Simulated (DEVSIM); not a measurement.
abrupt Si p-n junction

Structure: abrupt Si p-n junction, at 400 K.

```csv
layer (left to right),material,thickness (μm),Nd (cm⁻³),Na (cm⁻³),τn (s),τp (s)
1,Si,1.50,-,1.3e18,0.0004,0.0004
2,Si,8.40,7.4e15,-,0.0004,0.0004
```

Left contact: ohmic. Right contact: ohmic. Voltage is applied to the left contact. Recombination: SRH at mid-gap, radiative. Mobility is constant in doping.

The device is made up for the run: typed textbook-type constants, with dimensions and the other settings drawn at random. Values at 300 K; Nc and Nv go as T^1.5, mobilities as T to minus their exponent, the gap by Varshni's rule with the affinity fixed.

```
parameter               Si
----------------  --------
gap (eV)             1.124
affinity (eV)         4.05
permittivity          11.7
Nc (cm⁻³)          2.86e19
Nv (cm⁻³)           3.1e19
μn (cm²/Vs)           1417
μp (cm²/Vs)            470
T exponent of μn       2.3
T exponent of μp       2.2
B (cm³/s)          4.7e-15
Varshni α (eV/K)  0.000473
Varshni β (K)          636
```

Model (solved in DEVSIM): 1D drift-diffusion, Boltzmann statistics, complete ionisation; no tunnelling, impact ionisation, image-force lowering or self-heating.

```
Property                                           Result
---------------------------------------------  ----------
Potential step across the device at zero bias     0.673 V
Largest field in the device at zero bias       78000 V/cm
Dark forward voltage at 1 A/cm²                   0.406 V
Dark forward voltage at 100 A/cm²                 0.604 V
```

Small-signal capacitance in reverse bias (quasi-static):

| V (V) | C (nF/cm²) |
|---|---|
| -0.4 | 25.4 |
| -1 | 19.8 |
| -2 | 15.4 |
| -3 | 13.1 |
| -4 | 11.5 |
| -6 | 9.62 |
| -8 | 8.43 |
| -10 | 7.59 |
| -13 | 6.70 |
| -16 | 6.07 |
| -20 | 5.44 |

Dark forward current:

```json
[
 {"V (V)": "0.05", "J (A/cm²)": "2.6e-5"},
 {"V (V)": "0.10", "J (A/cm²)": "0.00014"},
 {"V (V)": "0.15", "J (A/cm²)": "0.00062"},
 {"V (V)": "0.20", "J (A/cm²)": "0.0027"},
 {"V (V)": "0.25", "J (A/cm²)": "0.011"},
 {"V (V)": "0.30", "J (A/cm²)": "0.048"},
 {"V (V)": "0.35", "J (A/cm²)": "0.20"},
 {"V (V)": "0.40", "J (A/cm²)": "0.85"},
 {"V (V)": "0.45", "J (A/cm²)": "3.3"},
 {"V (V)": "0.50", "J (A/cm²)": "12"},
 {"V (V)": "0.55", "J (A/cm²)": "35"},
 {"V (V)": "0.60", "J (A/cm²)": "94"},
 {"V (V)": "0.65", "J (A/cm²)": "220"},
 {"V (V)": "0.70", "J (A/cm²)": "470"},
 {"V (V)": "0.75", "J (A/cm²)": "890"},
 {"V (V)": "0.80", "J (A/cm²)": "1500"},
 {"V (V)": "0.85", "J (A/cm²)": "2300"}
]
```
